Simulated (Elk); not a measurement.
# Input and output of a self-consistent single point for Ag (Fm-3m, 1 atom in the cell) (Elk)

Computed with Elk with PBE, all-electron FP-LAPW, Elk's shipped species files, APW+lo basis with extra local orbitals.

The input file:

```
tasks
  0

xctype
  20

rgkmax
  8.0

gmaxvr
  14.0

nxlo
  2

lorbcnd
  .true.

rmtscf
  0.99

lmaxi
  2

stype
  3

swidth
  0.00367493

scale
  5.492540134

avec
    0.0000000000    0.7071067812    0.7071067812
    0.7071067812    0.0000000000    0.7071067812
    0.7071067812    0.7071067812    0.0000000000

atoms
  1   : nspecies
  'Ag.in'   : spfname
  1   : natoms; atposl, bfcmt below
  0.0000000000  0.0000000000  0.0000000000    0.0 0.0 0.0

ngridk
  14 14 14
```

Output, abridged:

```
│ Elk code version 10.2.4 │

All units are atomic (Hartree, Bohr, etc.)

│ Ground-state run starting from atomic densities │

Lattice vectors :
   0.000000000       3.883812375       3.883812375
   3.883812375       0.000000000       3.883812375
   3.883812375       3.883812375       0.000000000

Unit cell volume      :    117.1668406
Brillouin zone volume :    2.117068381

Muffin-tin inner radius fraction :   0.1000000000E-01

Nuclei treated as point charges

Species :    1 (Ag)
 parameters loaded from : Ag.in
 name : silver
 nuclear charge    :   -47.00000000
 electronic charge :    47.00000000
 atomic mass :    196631.6997
 muffin-tin radius :    2.574000000
 number of radial points in muffin-tin :    597
 atomic positions (lattice), magnetic fields (Cartesian) :
   1 :   0.00000000  0.00000000  0.00000000    0.00000000  0.00000000  0.00000000

Total number of atoms per unit cell :    1

Spin treatment :
 spin-unpolarised

Number of Bravais lattice symmetries :   48
Number of crystal symmetries         :   48
Crystal has inversion symmetry
Real symmetric eigensolver will be used

k-point grid :     14    14    14
k-point offset :    0.000000000       0.000000000       0.000000000
k-point set is reduced with full crystal symmetry group
Total number of k-points :      104

Muffin-tin radius times maximum |G+k| :    8.000000000
 using average radius
Maximum |G+k| for APW functions       :    3.108003108
Maximum (1/2)|G+k|²                   :    4.829841660
Maximum |G| for potential and density :    14.00000000
 potential will be trimmed for |G| > 2 gkmax
Constant for pseudocharge density :    9
Radial integration step length :    4

G-vector grid sizes :     25    25    25
Number of G-vectors :     5521

Maximum angular momentum used for
 APW functions                      :    8
 outer part of muffin-tin           :    6
 inner part of muffin-tin           :    2

Total nuclear charge    :   -47.00000000
Total core charge       :    28.00000000
Total valence charge    :    19.00000000
Total excess charge     :    0.000000000
Total electronic charge :    47.00000000

Effective Wigner radius, rₛ :   0.8411486469

Number of empty states         :    4
Total number of valence states :   14
Total number of core states    :   28

Conduction state local-orbitals added automatically
Total number of local-orbitals :   83

Exchange-correlation functional :     20     0     0
 Perdew-Burke-Ernzerhof, Phys. Rev. Lett. 77, 3865 (1996)
 gradient requirement :    1
 generalised gradient approximation (GGA)

Smearing type :    3
 Fermi-Dirac
Smearing width :   0.3674930000E-02
Effective electronic temperature (K) :    1160.451112

Mixing type :    3
 Broyden mixing, J. Phys. A: Math. Gen. 17, L317 (1984)

Kohn-Sham potential initialised from atomic data

│ Self-consistent loop started │
│ Loop number : 1 │
 total energy                :     -5315.13259213
│ Loop number : 2 │
 total energy                :     -5315.34836989
RMS change in Kohn-Sham potential (target) :   0.1336290246     (  0.1000000000E-05)
Absolute change in total energy (target)   :   0.2157777616     (  0.1000000000E-03)
│ Loop number : 3 │
 total energy                :     -5315.56971217
RMS change in Kohn-Sham potential (target) :   0.1281248680     (  0.1000000000E-05)
Absolute change in total energy (target)   :   0.2752867205     (  0.1000000000E-03)
│ Loop number : 4 │
 total energy                :     -5315.70465798
RMS change in Kohn-Sham potential (target) :   0.1200303260     (  0.1000000000E-05)
Absolute change in total energy (target)   :   0.2037674872     (  0.1000000000E-03)
│ Loop number : 5 │
 total energy                :     -5315.53458457
RMS change in Kohn-Sham potential (target) :   0.7738377765E-01 (  0.1000000000E-05)
Absolute change in total energy (target)   :   0.1191315411     (  0.1000000000E-03)
│ Loop number : 6 │
 total energy                :     -5317.14973095
RMS change in Kohn-Sham potential (target) :   0.1734951233E-01 (  0.1000000000E-05)
Absolute change in total energy (target)   :    1.585363503     (  0.1000000000E-03)
│ Loop number : 7 │
 total energy                :     -5317.39166462
RMS change in Kohn-Sham potential (target) :   0.6514996205E-03 (  0.1000000000E-05)
Absolute change in total energy (target)   :   0.6382745392     (  0.1000000000E-03)
│ Loop number : 8 │
 total energy                :     -5317.38670947
RMS change in Kohn-Sham potential (target) :   0.3944753816E-03 (  0.1000000000E-05)
Absolute change in total energy (target)   :   0.1546134846     (  0.1000000000E-03)
│ Loop number : 9 │
 total energy                :     -5317.39245770
RMS change in Kohn-Sham potential (target) :   0.5169109743E-04 (  0.1000000000E-05)
Absolute change in total energy (target)   :   0.4440160397E-01 (  0.1000000000E-03)
│ Loop number : 10 │
 total energy                :     -5317.39484883
RMS change in Kohn-Sham potential (target) :   0.9032758058E-04 (  0.1000000000E-05)
Absolute change in total energy (target)   :   0.1349153146E-01 (  0.1000000000E-03)
│ Loop number : 11 │
 total energy                :     -5317.39406925
RMS change in Kohn-Sham potential (target) :   0.6500862817E-04 (  0.1000000000E-05)
Absolute change in total energy (target)   :   0.2593301923E-02 (  0.1000000000E-03)
│ Loop number : 12 │
 total energy                :     -5317.39202186
RMS change in Kohn-Sham potential (target) :   0.1409713774E-04 (  0.1000000000E-05)
Absolute change in total energy (target)   :   0.1399068155E-02 (  0.1000000000E-03)
│ Loop number : 13 │
 total energy                :     -5317.39148849
RMS change in Kohn-Sham potential (target) :   0.1380135380E-05 (  0.1000000000E-05)
Absolute change in total energy (target)   :   0.8831340856E-03 (  0.1000000000E-03)
│ Loop number : 14 │
 total energy                :     -5317.39143084
RMS change in Kohn-Sham potential (target) :   0.1217724706E-06 (  0.1000000000E-05)
Absolute change in total energy (target)   :   0.2784316421E-03 (  0.1000000000E-03)
│ Loop number : 15 │
 total energy                :     -5317.39142575
RMS change in Kohn-Sham potential (target) :   0.4682067299E-07 (  0.1000000000E-05)
Absolute change in total energy (target)   :   0.7469678894E-04 (  0.1000000000E-03)
Convergence targets achieved

│ Loop number : 16 │

Energies :
 Fermi                       :     0.244392595845
 sum of eigenvalues          :     -3183.51779170
 electron kinetic            :      5563.05432244
 core electron kinetic       :      5366.88172105
 Coulomb                     :     -10730.8801360
 Coulomb potential           :     -8551.54580203
 nuclear-nuclear             :     -509.913293736
 electron-nuclear            :     -11890.3878825
 Hartree                     :      1669.42104023
 Madelung                    :     -6455.10723498
 xc potential                :     -195.026312113
 exchange                    :     -147.066443590
 correlation                 :     -2.49882248172
 electron entropic           :    -0.343084535761E-03
 total energy                :     -5317.39142271

Density of states at Fermi energy :    7.661382380
 (states/Hartree/unit cell)

Estimated indirect band gap :   0.2783784361E-02
 from k-point     15 to k-point     67
Estimated direct band gap   :   0.1085664531
 at k-point     67

Charges :
 core                        :    28.00000000
 valence                     :    19.00000000
 interstitial                :    1.085315491
 muffin-tins (core leakage)
  species :    1 (Ag)
   atom    1                 :    45.91468451     (  0.1712251674E-08)
 total in muffin-tins        :    45.91468451
 total calculated charge     :    46.99972336
 total charge                :    47.00000000
 error                       :   0.2766430821E-03

│ Self-consistent loop stopped │
```

The run converged in 16 iterations. The count includes the last loop, which Elk runs after its targets are met.

The starting cell has typed, rounded lattice constants, without a prior relaxation at this level. Its lattice was rescaled by up to half a per cent. Values depend on the basis (sphere radii, cutoffs, local orbitals), which need not be converged. The log's line on a gap gives a spacing of levels on this mesh, which the program prints for metals too.
